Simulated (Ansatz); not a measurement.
# Equilibrium volume per atom of GeSe2 (model structure, started from the 2H-MoS2 type, P6₃/mmc, No. 194, 6 atoms in the cell) at several levels of theory

No measured value is used here.

```
level (code)         value (Å³/atom)
-------------------  ---------------
PBE (Ansatz)                   22.32
PBEsol (Ansatz)                21.06
PBE-D3(BJ) (Ansatz)                …
```

Question: What belongs in the gaps?

Answer: 
- PBE-D3(BJ) (Ansatz, a quantum-chemistry and plane-wave program), value (Å³/atom): 21.28

Ansatz's density-functional and Hartree–Fock values are scalar-relativistic unless marked +SOC, with PAW data made under PBE.

A model structure was made by putting elements into a prototype or built by hand; it is no filed structure, need not be a known phase, and can be a saddle point held by its symmetry.
